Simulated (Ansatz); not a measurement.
Take CdI$_{2}$ in the CdI2 type structure (space group P-3m1, No. 164; a = 4.1527 Å, c = 6.5508 Å; layered, stacked along the Cartesian z axis) as the base.

The values are results of PBEsol-D3(BJ) (Ansatz, a quantum-chemistry and plane-wave program; PAW; 420 eV plane waves; no spin-orbit coupling), not measurements.

For the base:

| Item | Result |
|---|---|
| Band gap | 2.17 eV |
| Pressure | 0.00 GPa |
| Smallest direct gap | 2.56 eV |

Now apply this change: an isotropic linear strain of +1.50 %, atoms relaxed at fixed cell.

**Question.** How does this affect the band gap?

**Answer.** The band gap rises by 0.083 eV (2.17 eV → 2.26 eV).

**Question.** How does this affect the pressure?

**Answer.** The pressure (mean of the normal stresses, compression positive) goes from zero to -0.98 GPa.

**Question.** How does this affect the smallest direct gap?

**Answer.** The smallest direct gap drops by 0.093 eV, from 2.56 eV to 2.46 eV.

With I present, leaving out spin-orbit coupling can change the band edges. Semilocal Kohn–Sham gaps tend to fall short of experiment. Stability against distortions was not tested.
